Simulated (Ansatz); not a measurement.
Results of rVV10 in Ansatz (plane waves, PAW) for L1₂ (Cu3Au-type) Al₃Sc.

Numerical settings: plane-wave cutoff 520 eV, 14×14×14 k mesh, Fermi–Dirac smearing 0.05 eV, scalar-relativistic PAW data made under PBE.

Cell (relaxed at this level):

Space group Pm-3m (No. 221); a = b = c = 4.095 Å, α = β = γ = 90.00°

```
atom  site  symmetry       x       y       z
----  ----  --------  ------  ------  ------
Sc      1a      m-3m  0.0000  0.0000  0.0000
Al      3c    4/mm.m  0.0000  0.5000  0.5000
```

**Question.** Predict the bulk modulus and pressure derivative B′ of the bulk modulus.

**Answer.** 
- bulk modulus: 88.4 GPa
- pressure derivative B′ of the bulk modulus: 4.3

The run finds no gap.

Measured, for comparison: bulk modulus 91.5 ± 1 GPa (298 K, no zero-point or thermal correction, polycrystal; as tabulated in A Combined Experimental and First-Principles Based Assessment of …). Computed (rounded) less measured: bulk modulus -3 %.

Computed values are for the static lattice.

Ansatz is a quantum-chemistry and plane-wave program.
